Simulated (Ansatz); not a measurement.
The reference is EuO in the rock salt structure (space group Fm-3m, No. 225; a = 4.9652 Å; ferromagnetic; relaxed with 0.1 eV smearing). Axes: x, y, z lie along the cube axes.

Computed with plane-wave PAW DFT at the PBEsol level (Ansatz, a quantum-chemistry and plane-wave program, 420 eV), scalar-relativistic without spin-orbit coupling.

Strains are applied to the cell and any free atomic positions relax; under biaxial strain the out-of-plane vector relaxes too.

One change was made to it. Results:

| quantity | base | after |
|---|---|---|
| magnetic state | ferromagnetic | ferromagnetic |
| energy relative to the base (free energy F) | 0 meV/atom | +20 meV/atom |

Q: Name the change that was made.
A) strain tensor (xx, yy, zz, yz, xz, xy) = (−2.10, +0.34, +0.00, −0.13, −0.94, +0.17) %
B) uniaxial strain ε_zz = +4.54 %
C) biaxial strain +1.85 %, plane normal [001], relaxed out of plane
D) isotropic strain +3.94 %

A: B, uniaxial strain ε_zz = +4.54 %. For comparison, the energy relative to the base in the other runs: biaxial strain +1.85 %, plane normal [001], relaxed out of plane gives +8.2 meV/atom; isotropic strain +3.94 % gives +65 meV/atom; strain tensor (xx, yy, zz, yz, xz, xy) = (−2.10, +0.34, +0.00, −0.13, −0.94, +0.17) % gives +6.5 meV/atom.

Other magnetic orders, which the real material may have, were not ruled out. The state of the 4f shell was not checked for lower solutions. Whether these cells are dynamically stable was not tested. No Hubbard U is applied, and correlation can decide whether such a compound is a metal.
